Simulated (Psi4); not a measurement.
Psi4 1.11, BP86/def2-svp: Cu(SMe)(py) (C[S][Cu]<-[n]1ccccc1), 17 atoms. The geometry is a generated start, not checked to be a minimum at this level.

task: energy
method: bp86
basis: def2-svp
memory: 3 GB
maxiter: 100
keys of the molecule block: symmetry c1
scf_type: df (default)
e_convergence: 1e-06 (default)
d_convergence: 1e-06 (default)
dft_radial_points: 75 (default)
dft_spherical_points: 302 (default)
basis functions: 187
grid points: 361683

```xyz
17

Cu     1.3828     0.0077    -0.7175
S      2.9544    -0.4149    -2.1375
C      2.4400    -2.0094    -2.8717
H      2.3657    -2.7705    -2.0984
H      3.2015    -2.2895    -3.5939
H      1.4845    -1.8875    -3.3744
C     -2.2020     1.1491     2.0060
C     -1.9261    -0.1796     1.7097
C     -0.8267    -0.4853     0.9370
N      0.0067     0.4504     0.4470
C     -0.2573     1.7361     0.7465
C     -1.3383     2.1192     1.5109
H     -3.0590     1.4220     2.6015
H     -2.5611    -0.9718     2.0740
H     -0.5912    -1.5117     0.6937
H      0.4302     2.4704     0.3522
H     -1.5039     3.1655     1.7151
```

Charge 0 and multiplicity 1 are set for this test and not shown to be the ground state.

With the defaults (diis = true, scf_initial_accelerator = adiis, damping_percentage = 0, guess = auto, which took SAD, diis_max_vecs = 10, level_shift = 0, level_shift_cutoff = 0.01) it converges in 16 SCF iterations. One run each on 2 threads, with these changes:
- guess = sap
- diis = false, scf_initial_accelerator = none, damping_percentage = 60
- diis_max_vecs = 6
- level_shift = 0.1, level_shift_cutoff = 0.001
- guess = sadno
- guess = gwh
- diis_max_vecs = 3
- guess = sapgau
- scf_initial_accelerator = none

Task: Which runs fail or end elsewhere than the default run?

Result: No convergence: diis = false, scf_initial_accelerator = none, damping_percentage = 60 (the run ends without SCF convergence in 100 iterations). The rest reach the solution of the defaults.

```tsv
setting	SCF iterations	end
level_shift = 0.1, level_shift_cutoff = 0.001	14	same solution
the defaults	16	same solution
guess = sapgau	16	same solution
scf_initial_accelerator = none	16	same solution
guess = sadno	16	same solution
diis_max_vecs = 6	16	same solution
guess = sap	22	same solution
guess = gwh	26	same solution
diis_max_vecs = 3	90	same solution
diis = false, scf_initial_accelerator = none, damping_percentage = 60	100	no convergence
```

3 further runs of the study ended by our limits or in an error and are left out.
